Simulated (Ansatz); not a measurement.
# Pd: response to strain

The parent structure is Pd in the fcc (Cu type) structure (space group Fm-3m, No. 225; relaxed with 0.1 eV smearing).

```
Pd
1.0
    0.00000     1.95520     1.95520
    1.95520     0.00000     1.95520
    1.95520     1.95520     0.00000
Pd
1
Cartesian
  0.00000   0.00000   0.00000
```

Cartesian axes are those of the cell as printed.

Strains are applied to the cell and any free atomic positions relax; under biaxial strain the out-of-plane vector relaxes too.

Method: r2SCAN/PAW in Ansatz (a quantum-chemistry and plane-wave program), no spin-orbit coupling.

Notes on the quantities. energy relative to the base: free energy F.

```tsv
change	energy relative to the base	shortest interatomic distance
base	0 meV/atom	2.765 Å
biaxial strain −2.50 %, plane normal [111], relaxed out of plane	+19 meV/atom	2.696 Å
biaxial strain −2.08 %, plane normal [111], relaxed out of plane	+13 meV/atom	2.708 Å
biaxial strain −1.67 %, plane normal [111], relaxed out of plane	+8.1 meV/atom	2.719 Å
biaxial strain −1.25 %, plane normal [111], relaxed out of plane	+4.4 meV/atom	2.731 Å
biaxial strain −0.83 %, plane normal [111], relaxed out of plane	+1.9 meV/atom	2.742 Å
biaxial strain −0.42 %, plane normal [111], relaxed out of plane	+0.5 meV/atom	2.753 Å
```

Whether these cells are dynamically stable was not tested. The final runs are not spin-polarised. Pd has a high density of states at the Fermi level and may be magnetic at this level.
